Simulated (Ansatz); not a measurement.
Consider Lu in the hcp (Mg type) structure (space group P6_3/mmc, No. 194; a = 3.443 Å, c = 5.367 Å; relaxed with 0.1 eV smearing). Axes: x lies along a and z along c of the hexagonal cell.

Method: plane-wave PAW DFT at the PBEsol level (Ansatz, a first-principles code, 420 eV), no SOC.

Base values:

The shortest interatomic distance is 3.340 Å and the band gap is zero.

It is then changed as follows: the cell is stretched by 3.00 % along z with no lateral relaxation, atoms relaxed at fixed cell.

### Question
What happens to the stress, energy relative to the base, shortest interatomic distance and band gap?

### Answer
The stress (xx, yy, zz, yz, xz, xy; compression positive) comes out as (-0.7, -0.7, -2.7, 0.0, 0.0, 0.0) GPa; the energy increases by 7.2 meV/atom; the shortest interatomic distance goes up by 0.065 Å (3.340 Å → 3.405 Å); the band gap is still zero.

The cells carry an imposed strain or load. Whether these cells are dynamically stable was not tested.
